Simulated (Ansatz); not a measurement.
Consider TiN in the rock salt structure (space group Fm-3m, No. 225; a = 4.233 Å; relaxed with 0.1 eV smearing). Axes: x, y, z lie along the cube axes.

The values are results of r2SCAN/PAW in Ansatz (an electronic-structure program), spin-orbit coupling left out, not measurements.

For the base:

```
Item                            Result
-----------------------------  -------
Shortest interatomic distance  2.117 Å
```

Modification: tensor shear ε_xz = +0.22 % (engineering shear γ = 0.0044); the atoms relax in the strained cell.

Q: Predict the new stress.

A: The stress (xx, yy, zz, yz, xz, xy; compression positive) is (0.0, 0.0, 0.0, 0.0, -0.8, 0.0) GPa.

Q: What happens to the shortest interatomic distance?

A: The shortest interatomic distance is still 2.117 Å.

Q: What happens to the energy relative to the base?

A: The energy stays essentially unchanged.

No phonon test of stability was made. The final runs are not spin-polarised. An odd electron count without spin: TiN.
